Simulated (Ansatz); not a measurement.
## PbS: response to strain

Consider PbS in the rock salt structure (space group Fm-3m, No. 225; a = 6.0089 Å).

Strains are applied to the cell and any free atomic positions relax.

Calculations: Kohn–Sham DFT with the PBE functional, run in Ansatz (a first-principles code) with PAW and 420 eV plane waves, spin-orbit coupling left out.

Candidates:
(a) isotropic strain −2.00 %
(b) isotropic strain −1.00 %
(c) isotropic strain +2.50 %

Notes on the quantities. energy relative to the base: free energy F.

Task: Order them by energy relative to the base, highest first.

Result: (c) isotropic strain +2.50 % (+23 meV/atom), (a) isotropic strain −2.00 % (+17 meV/atom), (b) isotropic strain −1.00 % (+4.2 meV/atom)

No phonon test of stability was made.
